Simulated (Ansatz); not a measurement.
Given:

```yaml
crystal:
  lattice:
    - [3.02227, 0.00000, 0.00000]
    - [1.51113, 2.61736, 0.00000]
    - [0.00000, 0.00000, 15.26054]
  atoms:
    - { symbol: Si, position: [0.00000, 0.00000, 0.99933] }
    - { symbol: Si, position: [0.00000, 0.00000, 0.49933] }
    - { symbol: Si, position: [0.66667, 0.66667, 0.83257] }
    - { symbol: Si, position: [0.33333, 0.33333, 0.33257] }
    - { symbol: Si, position: [0.66667, 0.66667, 0.16606] }
    - { symbol: Si, position: [0.33333, 0.33333, 0.66606] }
    - { symbol: C, position: [0.00000, 0.00000, 0.87503] }
    - { symbol: C, position: [0.00000, 0.00000, 0.37503] }
    - { symbol: C, position: [0.66667, 0.66667, 0.70860] }
    - { symbol: C, position: [0.33333, 0.33333, 0.20860] }
    - { symbol: C, position: [0.66667, 0.66667, 0.04210] }
    - { symbol: C, position: [0.33333, 0.33333, 0.54210] }
```

No spin polarisation.

The values are results of PBE in Ansatz (plane waves to 420 eV, PAW, spin-orbit coupling left out), earlier PAW set, not measurements. k-mesh 10×10×2 (Γ-centred); smearing 0.05 eV (Fermi–Dirac).

**Question.** Predict the in-plane stress and space group.

**Answer.** 
- Mean in-plane stress (compression positive): +15.0 GPa
- Space group: P6_3mc (No. 186)

The cells carry an imposed strain or load. Stability against distortions was not tested. The cell was made from SiC (space group P6_3mc, No. 186) by this change: biaxial strain −2.35 %, plane normal [001], relaxed out of plane.

Ansatz is a first-principles code.
